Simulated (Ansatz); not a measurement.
# InPd3: biaxial strain −0.42 %, plane normal [001], relaxed out of plane

Consider InPd3 in the Cu3Au type structure (space group Pm-3m, No. 221; a = 3.9706 Å; a cell from a computed database, its experimental status unchecked; relaxed with 0.1 eV smearing). Axes: x, y, z lie along the cube axes.

The change: compressive biaxial strain of 0.42 % in the plane normal to [001], as in epitaxy on a mismatched substrate; the out-of-plane cell vector and the atoms relax.

Method: PBEsol, PAW, 420 eV (Ansatz, a first-principles code; without spin-orbit coupling). Settings: 15×15×15 k-points, 0.1 eV Fermi–Dirac smearing.

```json
[
 {"quantity": "volume per atom", "base": "15.65 Å³", "changed": "15.62 Å³", "shift": "-0.03 Å³"},
 {"quantity": "space group", "base": "Pm-3m (No. 221)", "changed": "P4/mmm (No. 123)", "shift": "–"},
 {"quantity": "shortest interatomic distance", "base": "2.808 Å", "changed": "2.796 Å", "shift": "-0.012 Å"},
 {"quantity": "energy relative to the base (free energy F)", "base": "0 meV/atom", "changed": "+0.2 meV/atom", "shift": "+0.2 meV/atom"},
 {"quantity": "pressure (mean of the normal stresses, compression positive)", "base": "0.0 GPa", "changed": "0.4 GPa", "shift": "+0.4 GPa"},
 {"quantity": "band gap", "base": "zero", "changed": "zero", "shift": "–"},
 {"quantity": "out-of-plane strain", "base": "–", "changed": "+0.64 %", "shift": "–"},
 {"quantity": "mean in-plane stress (compression positive)", "base": "–", "changed": "+0.5 GPa", "shift": "–"}
]
```

Final structure (turned so that z lies along the plane normal):

```
InPd3
1.0
    3.95391     0.00000     0.00000
    0.00000     3.95391     0.00000
    0.00000     0.00000     3.99594
In Pd
1 3
Direct
  0.00000   0.00000   0.00000
  0.50000   0.50000   0.00000
  0.00000   0.50000   0.50000
  0.50000   0.00000   0.50000
```

Cost of the whole job for the changed cell (relaxation, final SCF and bands): very roughly 2.7 core-minutes.

Stability against distortions was not tested. The final runs are not spin-polarised.
